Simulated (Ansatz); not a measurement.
Worked example: self-consistent single point of LuBi (I4mm, 2 atoms in the cell) in Ansatz (a program for electronic structure).

Method: LDA (PW92), default PAW files made with PBE (plane waves; Ansatz).

The change in words: lattice scaled by 0.98; basis.ecutwfc: 420 eV → 735 eV. Reference geometry:
```xyz
2
Lattice="0.0000 3.1175 3.1175 3.1175 0.0000 3.1175 3.1175 3.1175 0.0000" Properties=species:S:1:pos:R:3 pbc="T T T"
Lu     3.1175     3.1175     3.1675
Bi     0.0000     0.0000     0.0000
```

Reference input (self-consistent single point, DFT, LDA (PW92), plane waves, default PAW files made with PBE): basis.ecutwfc = 420 eV; kpoints.mp_grid.grid = 9 9 9; hamiltonian.xc = lda; hamiltonian.pseudopotentials = {kind: paw} (the program's default PAW files); scf.occupations.method = fermi_dirac; scf.occupations.width = 0.1 eV. This run's input differs from it in these lines:

Ansatz 0.2 input:
```diff
@@ -2,10 +2,10 @@
   lattice:
-    - [0.00000000, 3.11747500, 3.11747500]
-    - [3.11747500, 0.00000000, 3.11747500]
-    - [3.11747500, 3.11747500, 0.00000000]
+    - [0.00000000, 3.05512600, 3.05512600]
+    - [3.05512600, 0.00000000, 3.05512600]
+    - [3.05512600, 3.05512600, 0.00000000]
   atoms:
-    - { symbol: Lu, position_ang: [3.11747500, 3.11747500, 3.16747306] }
+    - { symbol: Lu, position_ang: [3.05512600, 3.05512600, 3.10412411] }
     - { symbol: Bi, position_ang: [0.00000000, 0.00000000, 0.00000000] }
 basis:
-  ecutwfc: 420.0
+  ecutwfc: 735.0
 kpoints:
```

The program printed (abridged):

```
SCF iter   1: F=—  HF=-26580.430852 eV  |F-HF|=—  |Δ(HF+E_count)|=         —  Δρ=3.41e-3  dr2=3.00e-3  ethr=1.77e-3  ⟨swp⟩=5.2  Hψ=9109  notcnv=0
all-band conjugate gradients solve this SCF's bands
preconditioner: auto → Kerker (q_TF=auto, 2.572 Å⁻¹)
SCF iter   2: F=—  HF=-26580.428018 eV  |F-HF|=—  |Δ(HF+E_count)|=   2.83e-3  Δρ=1.96e-3  dr2=1.19e-3  ethr=7.51e-6  ⟨swp⟩=3.4  Hψ=4834  notcnv=0
SCF iter   3: F=—  HF=-26580.427971 eV  |F-HF|=—  |Δ(HF+E_count)|=   4.65e-5  Δρ=9.76e-4  dr2=3.54e-4  ethr=2.98e-6  ⟨swp⟩=2.4  Hψ=3596  notcnv=0
SCF iter   4: F=—  HF=-26580.427865 eV  |F-HF|=—  |Δ(HF+E_count)|=   1.06e-4  Δρ=2.73e-4  dr2=5.82e-5  ethr=8.86e-7  ⟨swp⟩=2.4  Hψ=3333  notcnv=0
SCF iter   5: F=—  HF=-26580.427859 eV  |F-HF|=—  |Δ(HF+E_count)|=   6.53e-6  Δρ=8.13e-5  dr2=3.56e-6  ethr=1.45e-7  ⟨swp⟩=2.0  Hψ=3290  notcnv=0
SCF iter   6: F=—  HF=-26580.427858 eV  |F-HF|=—  |Δ(HF+E_count)|=   4.46e-7  Δρ=2.34e-5  dr2=3.22e-7  ethr=8.90e-9  ⟨swp⟩=2.7  Hψ=3490  notcnv=0
SCF iter   7: F=-26580.427858 eV  HF=-26580.427858 eV  |F-HF|=4.91e-8  |Δ(HF+E_count)|=   1.40e-8  Δρ=8.52e-6  dr2=5.26e-8  ethr=2.50e-10  ⟨swp⟩=10.5  Hψ=13131  notcnv=0
SCF 1 converged in 7 iterations: F = -26580.427858 eV  dr2 = 5.26e-8
Free energy (F): -26580.427858 eV
Internal energy: -26580.415877 eV  (E = F + TS)
E sigma→0 (E₀):  -26580.421867 eV
Entropy (-TS):   -0.011982 eV (-5.991 meV/atom)
Fermi energy:    13.152920 eV
--- Forces (eV/Å), atoms counted from 1 ---
  atom   1  Lu     0.00000000     0.00000000    -0.24616090
  atom   2  Bi     0.00000000    -0.00000000     0.24617571
--- Stress (GPa, compression-positive) ---
       -1.562753       0.000000       0.000000
        0.000000      -1.562753       0.000000
        0.000000       0.000000      -1.362161
  P = ⅓ Tr σ = -1.4959 GPa (-14.959 kbar)
  The stress holds the Pulay correction. Without it, at fixed plane waves, as pw.x and ABINIT print it: P = -1.4972 GPa
```

The run converged in 7 iterations. Against the reference run the free energy drops by 36.4 meV/atom, the pressure goes from -4.66 to -1.50 GPa and the largest force goes from 0.192 to 0.246 eV/Å.

The starting cell comes from a database of computed structures (which also holds hypothetical and non-ambient phases and stackings), without a prior relaxation at this level. Its lattice was rescaled by up to half a per cent. One atom was moved a little off its site on purpose. For this run, on top of that: lattice scaled by 0.98. Ansatz's pressure includes its estimate of the finite-basis (Pulay) stress.
